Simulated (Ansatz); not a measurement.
We consider GaSe (R3m, No. 160, 4 atoms in the cell; start mp-11342; a measured phase of this formula has another space group), described by HSE06 in Ansatz (PAW).

Run with plane-wave cutoff 460 eV, 8×8×8 k mesh, Fermi–Dirac smearing 0.01 eV, scalar-relativistic PAW data made under PBE.

Cell (relaxed with PBEsol):

```cif
data_Ga6Se6
_chemical_formula_sum 'Ga6 Se6'
_space_group_name_H-M_alt 'R3m :H'
_space_group_IT_number 160
_space_group_name_Hall 'R 3 -2"'
_cell_length_a 3.74709
_cell_length_b 3.74709
_cell_length_c 24.49856
_cell_angle_alpha 90.000
_cell_angle_beta 90.000
_cell_angle_gamma 120.000
loop_
_atom_site_label
_atom_site_type_symbol
_atom_site_symmetry_multiplicity
_atom_site_Wyckoff_symbol
_atom_site_fract_x
_atom_site_fract_y
_atom_site_fract_z
_atom_site_occupancy
Ga1 Ga 3 a 0.00000 0.00000 0.04981 1
Ga2 Ga 3 a 0.00000 0.00000 0.95052 1
Se1 Se 3 a 0.00000 0.00000 0.76431 1
Se2 Se 3 a 0.00000 0.00000 0.56933 1
```
(The calculation used a cell of 4 atoms; values per cell refer to that cell.)

Question: Give the computed band gap and direct gap at Γ.

Answer: 
- band gap: 2.02 eV (on the SCF k mesh) (direct)
- direct gap at Γ: 4.12 eV

Note: cell and atoms aren't relaxed at this level (pressure 1.0 GPa); the cell has widely spaced layers and the level no dispersion term, so their spacing and the moduli can rest on weak binding.

Spin–orbit coupling is not included.

The result took about 24 core-minutes (a rough figure).

A start named mp-… is a Materials Project structure, which need not be a measured phase.

Ansatz is a first-principles code.
